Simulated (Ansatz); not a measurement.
The starting structures come from a database of crystals and need not be the phases stable at ambient conditions.

Tunnelling through a barrier is set by its complex band structure: the current falls as exp(−2κd) with the smallest κ.

```yaml
crystal:
  lattice:
    - [4.16201, 0.00000, 0.00000]
    - [0.00000, 4.16201, 0.00000]
    - [2.08101, -2.08101, 6.80574]
  atoms:
    - { symbol: Ba, position: [0.36340, 0.63660, 0.27320] }
    - { symbol: Ba, position: [0.63865, 0.36135, 0.72270] }
    - { symbol: Sc, position: [0.01260, 0.98740, 0.97480] }
    - { symbol: O, position: [0.99402, 0.50598, 0.01196] }
    - { symbol: O, position: [0.49402, 0.00598, 0.01196] }
    - { symbol: O, position: [0.16183, 0.83817, 0.67634] }
    - { symbol: F, position: [0.83547, 0.16453, 0.32906] }
```

Space group of this cell: I4mm. The cell is taken as given; by r2SCAN its mean pressure is -1.4 GPa.

Transport runs along the normal of the first two printed cell vectors, the (001) plane of the conventional cell.

No gap correction and no spin-orbit coupling; mid-gap values are interpolated between computed energies.

### Question
Compute, with Ansatz (a first-principles code) with r2SCAN, the band gap and the smallest decay constant κ at mid-gap.

### Answer
Gap 3.96 eV on a 8×8×8 mesh; κ = 0.392 1/Å, at the zone centre.
